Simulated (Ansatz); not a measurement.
# Ansatz run on In (I4/mmm, 1 atom in the cell): self-consistent single point

Method of the run: PBE (plane waves, PAW; Ansatz, a quantum-chemistry and plane-wave program).

Input:

Ansatz 0.2 input:
```yaml
# In
crystal:
  lattice:
    - [-1.629875, 1.629875, 2.482425]
    - [1.629875, -1.629875, 2.482425]
    - [1.629875, 1.629875, -2.482425]
  atoms:
    - { symbol: In, position: [0.000000, 0.000000, 0.000000] }
basis:
  ecutwfc: 420.0
kpoints:
  mp_grid: { grid: [14, 14, 14] }
hamiltonian:
  xc: pbe
  pseudopotentials: { kind: paw }
scf:
  occupations: { method: fermi_dirac, width: 0.1 }
output:
  forces: true
  eigenvalues: true
  stress: true
```

Output, abridged:

```
WARN ansatz: RAYON_NUM_THREADS=1 ignored (pool sized by the plan → 1); use --threads N
Pseudopotentials: kind: paw
Pseudopotential: In, paw, valence charge 13
Crystal: 1 atoms, lattice volume = 26.378 Å³
Basis set: ecut = 420 eV, 541 PW (Γ), exchange–correlation on 48×48×48 points (8 copies of the dense FFT grid, shifted against one another)
Bands: 11, of which v1, the nominal top of the filled ones, is band 7 counted from 1 (6 counted from 0)
Symmetry: 16 space group operations
Space group: I4/mmm (ITA 139), of the structure as read, at distance tolerance 3.0e-5 Å
k-points: 244 of 2744
Initial density: superposition of atomic densities (neutral atoms: chi_scale 0, normalization atom), corrected by the library's trained network
Initial wavefunctions: pseudopotential atomic-orbital guess
Eigensolver: davidson
Functional: x = pbe(κ = 0.804, μ = 0.2195149727645171), c = pbe(β = 0.06672455060314922)
SCF iter   1: F=—  HF=-5597.849371 eV  |F-HF|=—  |Δ(HF+E_count)|=         —  Δρ=1.04e-3  dr2=2.03e-4  ethr=1.77e-3  ⟨swp⟩=4.9  Hψ=15739  notcnv=0
all-band conjugate gradients solve this SCF's bands
preconditioner: auto → none
SCF iter   2: F=—  HF=-5597.848953 eV  |F-HF|=—  |Δ(HF+E_count)|=   4.19e-4  Δρ=5.91e-4  dr2=9.57e-5  ethr=1.56e-6  ⟨swp⟩=2.1  Hψ=5928  notcnv=0
SCF iter   3: F=—  HF=-5597.848988 eV  |F-HF|=—  |Δ(HF+E_count)|=   3.54e-5  Δρ=5.01e-4  dr2=4.43e-5  ethr=7.36e-7  ⟨swp⟩=2.0  Hψ=4213  notcnv=0
SCF iter   4: F=—  HF=-5597.848965 eV  |F-HF|=—  |Δ(HF+E_count)|=   2.31e-5  Δρ=1.46e-4  dr2=3.53e-6  ethr=3.41e-7  ⟨swp⟩=2.4  Hψ=4274  notcnv=0
SCF iter   5: F=—  HF=-5597.848964 eV  |F-HF|=—  |Δ(HF+E_count)|=   3.59e-7  Δρ=1.39e-4  dr2=3.12e-6  ethr=2.71e-8  ⟨swp⟩=2.0  Hψ=4214  notcnv=0
SCF iter   6: F=—  HF=-5597.848963 eV  |F-HF|=—  |Δ(HF+E_count)|=   1.43e-6  Δρ=7.10e-5  dr2=8.01e-7  ethr=2.40e-8  ⟨swp⟩=2.0  Hψ=3893  notcnv=0
SCF iter   7: F=-5597.848962 eV  HF=-5597.848963 eV  |F-HF|=6.15e-8  |Δ(HF+E_count)|=   4.81e-7  Δρ=1.73e-5  dr2=4.76e-8  ethr=7.69e-10  ⟨swp⟩=4.2  Hψ=10377  notcnv=0
SCF 1 converged in 7 iterations: F = -5597.848962 eV  dr2 = 4.76e-8
SCF converged after 7 iterations
Free energy (F): -5597.848962 eV
Harris-Foulkes:  -5597.848963 eV  (|F-HF|=6.15e-8)
Internal energy: -5597.835325 eV  (E = F + TS)
E sigma→0 (E₀):  -5597.842144 eV
Entropy (-TS):   -0.013637 eV (-13.637 meV/atom)
Fermi energy:    10.168984 eV
--- Per-component energies (eV) ---
  E_band       = -24.784498
  E_kinetic    = 241.329492
  E_local      = -1080.045226  (includes V_loc(G=0)·N_el)
  E_nonlocal   = 366.065572
  E_hartree    = 423.389414
  E_xc         = -216.015894
  E_vxc        = -100.002332  (∫ρ·V_xc dr)
  E_paw        = -4152.115826  (= ΣΔE_a)
  E_vpaw       = -298.919339  (= ΣTr[D̂ρ^β])
  E_aug_tail   = 0.000025  (compensation charges beyond the density's cutoff)
  E_ewald      = -1180.442883
  E_smearing   = -0.013637  (= −TS)
  E_closure    = -0.000000  (closes the sum)
  Σ components = -5597.848962   (vs F -5597.848962, Δ=0.00e0)
--- Forces (eV/Å), atoms counted from 1 ---
  atom   1  In    -0.00000000     0.00000000     0.00000000
  max |Σ_I F_I| component: 1.16e-33 eV/Å
--- Stress (GPa, compression-positive) ---
        1.603997       0.000000       0.000000
        0.000000       1.603997       0.000000
       -0.000000      -0.000000       1.610048
  P = ⅓ Tr σ = 1.6060 GPa (16.060 kbar)
  The stress holds the Pulay correction. Without it, at fixed plane waves, as pw.x and ABINIT print it: P = 1.5626 GPa
--- Band table (eV; the first three rows and the last of 244) ---
  k-point 0: bands = ["-4.5559", "-4.4517", "-4.4517", "-4.3739", "-4.2704", "0.6555", "20.6108", "20.6108", "20.7806", "21.6941", "24.0100"]
  k-point 1: bands = ["-4.5344", "-4.4633", "-4.4389", "-4.3683", "-4.2794", "0.8107", "19.6698", "19.8553", "20.0464", "21.0109", "25.1051"]
  k-point 2: bands = ["-4.4957", "-4.4730", "-4.4023", "-4.3643", "-4.2958", "1.2796", "18.0970", "18.3241", "18.8863", "19.9608", "23.2120"]
  k-point 243: bands = ["-4.7259", "-4.6063", "-4.1703", "-4.1402", "-4.1402", "7.1991", "7.4976", "14.8617", "14.8617", "18.2961", "18.2964"]
```

The run converged in 7 iterations.

The starting cell has typed, rounded lattice constants, without a prior relaxation at this level. Its lattice was rescaled by up to half a per cent. Ansatz's pressure includes its estimate of the finite-basis (Pulay) stress.
